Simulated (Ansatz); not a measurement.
# HfO2: pressure series

Consider HfO$_{2}$ in the fluorite structure (space group Fm-3m, No. 225; a = 5.058 Å).

Cell and atoms are relaxed at each pressure.

All numbers come from Kohn–Sham DFT with the r2SCAN functional, run in Ansatz (a program for electronic structure) with PAW and 500 eV plane waves, no spin-orbit coupling.

Candidates:
(a) pressure −2 GPa
(b) pressure 15 GPa
(c) pressure 100 GPa

For the base:

- Band gap = 4.30 eV

Q: Order them by band gap, lowest first.

A: (a) pressure −2 GPa (4.28 eV), (b) pressure 15 GPa (4.43 eV), (c) pressure 100 GPa (4.84 eV)

Spin-orbit coupling, missing from the scalar runs, can matter with Hf. Load acts through the strain it causes; cell and atoms are relaxed under it. No phonon test of stability was made. No other phases were tried under pressure. This is not the structure that HfO2 has at room temperature and ambient pressure.
